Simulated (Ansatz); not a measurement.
Base system: V in the bcc (W type) structure (space group Im-3m, No. 229).

```
V
1.0
   -1.47934     1.47934     1.47934
    1.47934    -1.47934     1.47934
    1.47934     1.47934    -1.47934
V
1
Direct
  0.00000   0.00000   0.00000
```

The other end (x = 1) is Sc in the bcc (W type) structure (space group Im-3m, No. 229; a hypothetical phase, not in the database extracts checked): 23.87 Å³/atom, gap zero; this end may not be an ambient phase.

Computed with PBEsol (Ansatz, a quantum-chemistry and plane-wave program; PAW; 420 eV plane waves; no spin-orbit coupling).

Sc replaces a fraction x of V; each row is one arrangement (x, atoms in the cell, starting space group or random), fully relaxed.

One change was made to it. Results:

| quantity | base | after |
|---|---|---|
| mixing energy (to 0.01 eV only: unlike meshes or grids) (against an end that may be hypothetical) | – | +0.04 eV/atom |
| deviation of the volume from the linear (Vegard-type) interpolation | – | -1.2 % |
| band gap | zero | zero |
| shortest interatomic distance | 2.562 Å | 2.484 Å |

Task: What was done to the base?
(A) x(Sc) = 0.667, 3 atoms, I4/mmm
(B) x(Sc) = 0.5, 4 atoms, Fd-3m
(C) x(Sc) = 0.5, 4 atoms, P4/nmm

Result: C, x(Sc) = 0.5, 4 atoms, P4/nmm. For comparison, the mixing energy in the other runs: x(Sc) = 0.667, 3 atoms, I4/mmm gives +0.15 eV/atom; x(Sc) = 0.5, 4 atoms, Fd-3m gives +0.31 eV/atom.

Other magnetic orders, which the real material may have, were not ruled out. These are small ordered cells, not random alloys; other orderings at the same x differ. No phonon test of stability was made. Seeded moments were not kept for x(Sc) = 0.5, 4 atoms, P4/nmm, the base and x(Sc) = 0.5, 4 atoms, Fd-3m. Spin-polarised in the final run: Sc2V; the other runs are not. Sc has a high density of states at the Fermi level and may be magnetic at this level.
